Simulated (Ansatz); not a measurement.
**HgSe: Be on a Hg site**

The reference is a 24-atom supercell of HgSe in the zinc blende structure (space group F-43m, No. 216; a = 6.1333 Å) at its relaxed geometry.

It is then changed as follows: one Hg atom is replaced by Be, atoms relaxed at fixed cell, starting from a slightly rattled geometry.

Method: PBEsol (Ansatz, a program for electronic structure), without spin-orbit coupling. Γ-centred 3×3×3 mesh, Fermi–Dirac width 0.05 eV.

| quantity | base | changed | shift |
|---|---|---|---|
| pressure | 0.0 GPa | -2.1 GPa | -2.1 GPa |
| largest displacement of a host atom from its site in the perfect cell | – | 0.37 Å | – |
| mean distance from the defect site to its nearest host atoms | 2.66 Å | 2.33 Å | -0.321 Å |

The cell is small, so the values are those of an ordered compound at a high defect concentration; dilute-limit values will differ. The final runs are not spin-polarised. The defect cell is not spin-polarised.
